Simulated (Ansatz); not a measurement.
Data:

A slab with vacuum along the third vector:

```
CELL_PARAMETERS angstrom
      5.02113     0.00000     0.00000
     -2.51056     4.34842     0.00000
      0.00000     0.00000    27.50000
ATOMIC_POSITIONS crystal
  Si 0.45964 0.41317 0.30009
  O  0.16755 0.43181 0.32454
  O  0.73177 0.57434 0.34305
  Si 0.00467 0.52938 0.36709
  O  0.26140 0.85166 0.39189
  O  0.85301 0.25963 0.40824
  Si 0.53045 0.00588 0.43319
  O  0.58870 0.74757 0.45871
  O  0.42093 0.16409 0.47435
  Si 0.48096 0.48096 0.50000
  O  0.16409 0.42093 0.52565
  O  0.74757 0.58870 0.54129
  Si 0.00588 0.53045 0.56681
  O  0.25963 0.85301 0.59176
  O  0.85166 0.26140 0.60811
  Si 0.52938 0.00467 0.63291
  O  0.57434 0.73177 0.65695
  O  0.43181 0.16755 0.67546
  Si 0.41317 0.45964 0.69991
```

Model: 19-atom slab, O12Si7, 11.0 Å thick at the start, 6x6x1 mesh, Fermi-Dirac 0.025 eV, dipole correction, all atoms relaxed; held to the start's symmetry, so lower structures may exist; no spin, no spin-orbit, no U.

Task: Predict the highest filled level below the top vacuum level from Ansatz (a first-principles code) with PBE.

Result: 6.53 eV

Task: What gap of the slab on its k-mesh does PBE give?

Result: 3.44 eV
